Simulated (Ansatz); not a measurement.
Band structure of Ca3Tl (Fm-3m, 4 atoms in the cell).

```yaml
crystal:
  lattice:
    - [0.00000, 4.02583, 4.02583]
    - [4.02583, 0.00000, 4.02583]
    - [4.02583, 4.02583, 0.00000]
  atoms:
    - { symbol: Ca, position: [0.50000, 0.50000, 0.50000] }
    - { symbol: Ca, position: [0.25000, 0.25000, 0.25000] }
    - { symbol: Ca, position: [0.75000, 0.75000, 0.75000] }
    - { symbol: Tl, position: [0.00000, 0.00000, 0.00000] }
```

Computed with PBEsol, PAW files made with PBE (plane waves; Ansatz, an electronic-structure program).

Settings: kpoints.mp_grid.grid = 7 7 7; hamiltonian.xc = pbesol; hamiltonian.pseudopotentials = {kind: paw} (the program's default PAW files); scf.occupations.method = gaussian; scf.occupations.width = 0.136 eV; kpoints.band_path.npoints = 8.

The starting cell comes from a database of computed structures (which also holds hypothetical and non-ambient phases and stackings), without a prior relaxation at this level. Spin-orbit coupling is off.

Levels in eV from the Fermi level, bands 19 to 25:
```tsv
point	19	20	21	22	23	24	25
Γ	-0.61	-0.61	-0.61	-0.51	0.27	0.27	0.89
X	-2.73	-1.15	-0.73	-0.73	-0.53	1.36	1.39
W	-2.13	-2.13	-1.75	0.11	0.79	0.79	1.34
K	-2.43	-2.17	-0.76	-0.63	0.69	0.99	1.45
L	-3.15	-0.82	-0.82	0.51	0.66	0.87	0.87
U	-2.43	-2.17	-0.76	-0.63	0.69	0.99	1.45
```

Bands cross the Fermi level along this path, so the cell is metallic at this level.

Keys are those of Ansatz 0.2.
